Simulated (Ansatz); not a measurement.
Consider Si (space group P4_32_12, No. 96; a = 5.6803 Å, c = 6.8268 Å; a hypothetical phase, not in the database extracts checked).

(Cell as relaxed with PBE.)

Levels (all Ansatz, a first-principles code, PAW): PBE (420 eV, without spin-orbit coupling); PBEsol (420 eV, spin-orbit coupling left out).

Each level relaxes its own structure.

```
base                      PBE    PBEsol
-------------------  --------  --------
volume per atom      18.36 Å³  17.79 Å³
lattice parameter a   5.680 Å   5.636 Å
```

It is then changed as follows: every lattice vector is stretched by 3.07 %, atoms relaxed at fixed cell.

| quantity | PBE | PBEsol |
|---|---|---|
| largest internal atomic displacement | 0.086 Å | [?] |
| energy relative to the base (free energy F) | +34 meV/atom | [?] |
| pressure (mean of the normal stresses, compression positive) | -59.0 kbar | [?] |

Q: What does PBEsol give?

A: 
- largest internal atomic displacement, PBEsol: 0.096 Å
- energy relative to the base (free energy F), PBEsol: +35 meV/atom
- pressure (mean of the normal stresses, compression positive), PBEsol: -61.9 kbar

PBE's largest internal atomic displacement lies 0.010 Å below PBEsol's; PBE's energy relative to the base lies 0.5 meV/atom below PBEsol's; PBE's pressure lies 2.9 kbar above PBEsol's. Neither level is exact; PBEsol is the comparison here, not a measurement.

The cells carry an imposed strain or load. Whether these cells are dynamically stable was not tested.
